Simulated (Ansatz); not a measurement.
What Te → Pt does to CdTe

Take CdTe in the zinc blende structure (space group F-43m, No. 216; a = 6.489 Å) as the base.

The change: every Te is replaced by Pt; the structure is relaxed again.

Level of theory: PBEsol (Ansatz, a program for electronic structure; PAW; 420 eV plane waves; no SOC). Settings: 13×13×13 k-points, 0.05 eV Fermi–Dirac smearing, for the changed cell.

The density rises by 3.595 g/cm³, from 5.83 g/cm³ to 9.43 g/cm³ and the band gap becomes zero (base: 0.65 eV).

Spin-orbit coupling, missing from the scalar runs, can matter with Pt and Te. Stability against distortions was not tested. As relaxed here, CdPt is a hypothetical phase, not in the database extracts checked. All final runs are without spin polarisation.
